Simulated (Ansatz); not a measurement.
## Pd in the fcc (Cu type) structure (space group Fm-3m, No. 225)

Pd is taken in the cubic space group Fm-3m (No. 225), the fcc (Cu type) structure, Pearson symbol cF4. Conventional cell: a = 3.8755 Å, b = 3.8755 Å, c = 3.8755 Å, α = 90.00°, β = 90.00°, γ = 90.00°. Pd on 4a sees 12 Pd at 2.740 Å (cuboctahedral). (Neighbours: up to the widest gap in distance over summed covalent radii, below 1.35, at either atom.)
(The calculation used a cell of 1 atom; values per cell refer to that cell.)

Calculations: PBEsol (Ansatz, a program for electronic structure), scalar-relativistic without spin-orbit coupling, earlier PAW set. k-mesh 21×21×21 (Γ-centred); smearing 0.05 eV (Fermi–Dirac).

- Volume per atom: 14.55 Å³
- Density: 12.14 g/cm³
- Band gap: zero
- Total energy: -6906.704 eV/atom (σ→0; compares only within this code and set-up)

Whether these cells are dynamically stable was not tested. The final runs are not spin-polarised.
